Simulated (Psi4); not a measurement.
Psi4 1.11, WB97X/def2-svp: B(F)(Me)(NMe2) (CB(F)N(C)C), 15 atoms. The geometry is a generated start, not checked to be a minimum at this level.

* **task**: energy
* **method**: wb97x
* **basis**: def2-svp
* **memory**: 3 GB
* **maxiter**: 100
* **keys of the molecule block**: symmetry c1
* **scf_type**: df (default)
* **e_convergence**: 1e-06 (default)
* **d_convergence**: 1e-06 (default)
* **dft_radial_points**: 75 (default)
* **dft_spherical_points**: 302 (default)
* **basis functions**: 129
* **grid points**: 319063

```xyz
15

B     -0.0210    -0.1483    -1.0439
F      0.3761    -1.1575    -1.8440
C     -0.6722     1.1170    -1.7486
H     -0.1564     1.3271    -2.6842
H     -0.6542     2.0221    -1.1496
H     -1.7100     0.9195    -2.0115
N      0.1886    -0.3211     0.3186
C      0.7991    -1.5123     0.8725
C     -0.1834     0.6208     1.3508
H      1.6553    -1.2433     1.5001
H      0.0807    -2.0584     1.4908
H      1.1374    -2.1600     0.0690
H     -0.7790     0.1214     2.1226
H      0.7088     1.0408     1.8256
H     -0.7699     1.4322     0.9318
```

With the defaults (diis = true, scf_initial_accelerator = adiis, damping_percentage = 0, guess = auto, which took SAD, level_shift = 0, level_shift_cutoff = 0.01, diis_max_vecs = 10, soscf = false) it converges in 8 SCF iterations. One run each on 2 threads, with these changes:
- guess = core
- damping_percentage = 60
- diis_max_vecs = 6
- guess = modhuckel
- level_shift = 0.1, level_shift_cutoff = 0.001
- diis = false, scf_initial_accelerator = none, damping_percentage = 60
- scf_initial_accelerator = ediis
- guess = sapgau
- soscf = true

Q: Which of these changes keep the SCF from converging, or lead it to another solution?

A: No convergence: diis = false, scf_initial_accelerator = none, damping_percentage = 60 (the run ends without SCF convergence in 100 iterations). The rest reach the solution of the defaults.

```json
[
 {"setting": "soscf = true", "SCF iterations": "5", "JK calls": "16", "end": "same solution"},
 {"setting": "the defaults", "SCF iterations": "8", "JK calls": "9", "end": "same solution"},
 {"setting": "level_shift = 0.1, level_shift_cutoff = 0.001", "SCF iterations": "8", "JK calls": "9", "end": "same solution"},
 {"setting": "scf_initial_accelerator = ediis", "SCF iterations": "8", "JK calls": "9", "end": "same solution"},
 {"setting": "guess = sapgau", "SCF iterations": "9", "JK calls": "9", "end": "same solution"},
 {"setting": "diis_max_vecs = 6", "SCF iterations": "9", "JK calls": "10", "end": "same solution"},
 {"setting": "guess = modhuckel", "SCF iterations": "10", "JK calls": "37", "end": "same solution"},
 {"setting": "guess = core", "SCF iterations": "14", "JK calls": "14", "end": "same solution"},
 {"setting": "damping_percentage = 60", "SCF iterations": "64", "JK calls": "65", "end": "same solution"},
 {"setting": "diis = false, scf_initial_accelerator = none, damping_percentage = 60", "SCF iterations": "100", "JK calls": "101", "end": "no convergence"}
]
```

An SOSCF iteration holds several JK calls; a Hückel guess adds calls on atoms.
